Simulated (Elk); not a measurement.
Band structure of ZrN (Fm-3m, 2 atoms in the cell).

```
ZrN
1.0
    0.00000     2.33992     2.33992
    2.33992     0.00000     2.33992
    2.33992     2.33992     0.00000
Zr N
1 1
Direct
  0.50000   0.50000   0.50000
  0.00000   0.00000   0.00000
```

Level of theory: PBE, all-electron FP-LAPW, Elk's shipped species files, APW+lo basis with extra local orbitals run with Elk 10.2.4.

Settings: xctype = 20; rgkmax = 8; stype = 3; swidth = 0.00183747 Ha; ngridk = 8 8 8; gmaxvr = 18 1/bohr; lmaxapw = 10; lmaxo = 8; nxlo = 2; lorbcnd = true; lradstp = 2; nrmtscf = 2; rmtscf = 0.94; lmaxi = 4.

The starting cell comes from a database of computed structures (which also holds hypothetical and non-ambient phases and stackings), without a prior relaxation at this level. Its lattice was rescaled by a random factor within 2.5 % of one. Values depend on the basis (sphere radii, cutoffs, local orbitals), which need not be converged.

Levels in eV from the Fermi level, bands 5 to 12:
| point | 5 | 6 | 7 | 8 | 9 | 10 | 11 | 12 |
|---|---|---|---|---|---|---|---|---|
| Γ | -16.00 | -2.56 | -2.56 | -2.56 | -0.37 | -0.37 | -0.37 | 1.45 |
| X | -15.43 | -4.57 | -3.23 | -3.11 | -3.11 | 3.08 | 4.12 | 4.12 |
| W | -14.93 | -5.19 | -4.65 | -4.65 | 0.95 | 0.95 | 4.11 | 4.13 |
| K | -14.96 | -5.31 | -4.69 | -4.29 | -0.66 | 3.14 | 3.36 | 4.61 |
| L | -14.07 | -7.35 | -5.39 | -5.39 | 2.76 | 2.81 | 2.81 | 4.48 |
| U | -14.96 | -5.31 | -4.69 | -4.29 | -0.66 | 3.14 | 3.36 | 4.61 |

Bands cross the Fermi level along this path, so the cell is metallic at this level.
